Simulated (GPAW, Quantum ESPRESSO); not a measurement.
A Quantum ESPRESSO input for a self-consistent single point of SnTe (F-43m, 2 atoms in the cell) (DFT, PBEsol, plane waves, PseudoDojo standard norm-conserving (PBESOL) pseudopotentials):

```fortran
&CONTROL
  calculation = 'scf'
  prefix = 'snte'
  outdir = './tmp/'
  pseudo_dir = './'
  tprnfor = .true.
  tstress = .true.
/
&SYSTEM
  ibrav = 0
  nat = 2
  ntyp = 2
  ecutwfc = 85
  occupations = 'smearing'
  smearing = 'fermi-dirac'
  degauss = 0.0073499
/
&ELECTRONS
  conv_thr = 1.0d-10
  mixing_beta = 0.5
/
ATOMIC_SPECIES
Sn   118.7100  Sn.upf
Te   127.6000  Te.upf
CELL_PARAMETERS {angstrom}
   0.0000000000     3.5389220000     3.5389220000
   3.5389220000     0.0000000000     3.5389220000
   3.5389220000     3.5389220000     0.0000000000
ATOMIC_POSITIONS {alat}
Sn    0.0000000000    0.0000000000    0.0000000000
Te    1.0606601718    1.0606601718    1.0606601718
K_POINTS {automatic}
7 7 7  0 0 0
```

Give the GPAW input for the same structure, mesh, smearing and functional.

One input that does it (others would too):

```python
from ase import Atoms
from ase.units import GPa
from gpaw import GPAW

atoms = Atoms(['Sn', 'Te'],
              cell=[[0.000000, 3.538922, 3.538922],
                    [3.538922, 0.000000, 3.538922],
                    [3.538922, 3.538922, 0.000000]],
              scaled_positions=[[0.000000, 0.000000, 0.000000],
                                [0.750000, 0.750000, 0.750000]],
              pbc=True)

calc = GPAW(mode={'name': 'pw', 'ecut': 550},
            xc='PBEsol',
            kpts=(7, 7, 7),
            occupations={'name': 'fermi-dirac', 'width': 0.1},
            nbands=-8,
            convergence={'bands': -6},
            symmetry={'symmorphic': False, 'tolerance': 0.0005},
            maxiter=100)

atoms.calc = calc

energy = atoms.get_potential_energy()
print('Energy (eV):', round(energy, 6))
forces = atoms.get_forces()
print('Forces (eV/Ang):')
print(forces.round(5))
stress = atoms.get_stress()
print('Stress (GPa, Voigt):', (stress / GPa).round(4))
```

Basis settings and potentials, where a program has them, do not carry over. This input uses DFT PBEsol, plane waves, GPAW PAW datasets PBEsol (made by gpaw-setup). Both were run: pressure -0.03 GPa in Quantum ESPRESSO and -0.18 in GPAW.

On Quantum ESPRESSO: the starting cell comes from a database of computed structures (which also holds hypothetical and non-ambient phases and stackings), without a prior relaxation at this level. For this run, on top of that: lattice scaled by 0.98. The run gives no clean gap (levels at the Fermi energy touch, overlap or are partly filled at this smearing), which alone does not show that the compound is a metal.

On GPAW: the starting cell comes from a database of computed structures (which also holds hypothetical and non-ambient phases and stackings), without a prior relaxation at this level. For this run, on top of that: lattice scaled by 0.98. The run gives no clean gap (levels at the Fermi energy touch, overlap or are partly filled at this smearing), which alone does not show that the compound is a metal.
